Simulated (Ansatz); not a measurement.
## PbTe, pressure series

Take PbTe in the rock salt structure (space group Fm-3m, No. 225; a = 6.442 Å) as the base.

Cell and atoms are relaxed at each pressure.

All numbers come from Ansatz (a quantum-chemistry and plane-wave program) PBEsol, scalar-relativistic without spin-orbit coupling.

Base values:

```
Item       Result
--------  -------
Band gap  0.65 eV
```

Question: The aim is a band gap between 0.23 eV and 0.30 eV. Which of these changes reaches it?
(A) pressure 2.1 GPa
(B) pressure 15 GPa
(C) pressure −1 GPa
(D) pressure 9 GPa
(E) pressure −2 GPa

Answer: D, pressure 9 GPa. It gives 0.26 eV; pressure 15 GPa gives zero; pressure −2 GPa gives 0.75 eV; pressure 2.1 GPa gives 0.55 eV; pressure −1 GPa gives 0.70 eV. Changes not listed may reach it too

With Pb and Te present, leaving out spin-orbit coupling can change the band edges. Load acts through the strain it causes; cell and atoms are relaxed under it. No phonon test of stability was made. Competing high-pressure phases were not computed. The final runs are not spin-polarised. Gaps under 0.05 eV, about the width of the smearing, are given as zero. A zero or small gap of PbTe under pressure 15 GPa and PbTe under pressure 9 GPa can be the functional's error rather than a property of the material.
